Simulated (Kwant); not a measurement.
Model system: wire with one Gaussian impurity in a InAs two-dimensional gas. Effective mass 0.023 mₑ, grid spacing 5 nm, hard walls, nominal width 150 nm (29 grid rows, so walls 150 nm apart), one parabolic valley, scattering region 450 nm long along x; energies count from the band bottom; Fermi energy swept from 0.0005813 to 0.012353 eV. Impurity U exp(−r²/2σ²), U = 0.039 eV, σ = 14 nm, 0 nm off the axis.

Constants are typed, rounded textbook-type inputs, not results; the design itself was drawn at random and stands for no fabricated device.

Model: effective-mass tight-binding model on a square grid, one spin, coherent transport at 0 K (Kwant). Conductance is in e²/h.

Sweep values stay those of the base run.

The effective mass was swept, all else fixed.

```csv
effective mass (mₑ),G (e²/h) at E = 3.450 meV,G (e²/h) at E = 6.417 meV,G (e²/h) at E = 12.35 meV,G (e²/h) at E = 9.385 meV
0.014,0.045,0.81,1.99,1.78
0.018,0.053,1.26,2.01,1.96
0.023,0.21,1.87,2.03,2.00
0.03,0.49,1.97,2.20,2.01
```

From the first row to the last the G at E = 3.450 meV goes from 0.045 to 0.49. From the first row to the last the G at E = 6.417 meV goes from 0.81 to 1.97.
